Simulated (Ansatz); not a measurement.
Results of G0W0@HSE06 (hard PAW, contour deformation, complete-basis limit; Ansatz, an electronic-structure program) for Si (P6₃/mmc, No. 194, 4 atoms in the cell; start mp-165; another form than the element's usual one).

Settings: largest k mesh 9×9×4 (not extrapolated in the mesh).

Cell (relaxed with PBEsol):

```
CELL_PARAMETERS angstrom
      3.82969     0.00000     0.00000
     -1.91484     3.31661     0.00000
      0.00000     0.00000     6.31608
ATOMIC_POSITIONS crystal
  Si 0.33333 0.66667 0.06256
  Si 0.66667 0.33333 0.93744
  Si 0.66667 0.33333 0.56256
  Si 0.33333 0.66667 0.43744
```

Question: Give the computed band gap.

Answer: 
- band gap = 1.22 eV (indirect)

Note: GW on a hybrid start was not checked against another program; the correction to the complete basis was taken at k points off the band edges; the gap holds a correction of +0.13 eV to the complete basis, taken at k points off the band edges; the gap is lowered by 0.04 eV for band edges off the mesh, as the parent functional finds them.

Static lattice: no zero-point or thermal effects.

A start named mp-… is a Materials Project structure, which need not be a measured phase.
